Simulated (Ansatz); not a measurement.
The starting structures come from a database of crystals and need not be the phases stable at ambient conditions.

 Where the default PAW files enter, the runs use the earlier of Ansatz's two default sets.

Evanescent states of Ba3Ta2CdO9 (P-3m1, not sure to be the ambient phase, 15 atoms a cell, 15.1 Å³ an atom, -5 GPa at this level) along the normal of (001)

All values below come from r2SCAN (plane waves, PAW; Ansatz, an electronic-structure program).

The gap is the functional's own, uncorrected, and κ follows it; spin-orbit coupling is left out. Mid-gap values are interpolated between the computed energies.

Energies count from the valence-band top; κ is the least over a 6×6 mesh across the current.

```tsv
E (eV)	κ (1/Å)	where
0.10	0.163	Γ
0.28	0.251	off Γ
0.47	0.275	Γ
0.67	0.294	Γ
0.85	0.310	Γ
1.04	(withheld)	Γ
1.24	(withheld)	Γ
1.43	(withheld)	Γ
1.61	(withheld)	Γ
1.80	(withheld)	Γ
2.00	(withheld)	Γ
2.19	(withheld)	Γ
2.38	(withheld)	Γ
2.56	(withheld)	Γ
2.75	(withheld)	Γ
2.94	(withheld)	Γ
3.13	0.348	Γ
3.33	0.338	Γ
3.52	0.320	Γ
3.71	0.288	Γ
3.90	0.204	Γ
```

Question: Some entries are withheld; supply them.

Answer: 
- 1.04, κ (1/Å): 0.323
- 1.24, κ (1/Å): 0.334
- 1.43, κ (1/Å): 0.343
- 1.61, κ (1/Å): 0.351
- 1.80, κ (1/Å): 0.356
- 2.00, κ (1/Å): 0.360
- 2.19, κ (1/Å): 0.362
- 2.38, κ (1/Å): 0.363
- 2.56, κ (1/Å): 0.362
- 2.75, κ (1/Å): 0.360
- 2.94, κ (1/Å): 0.355
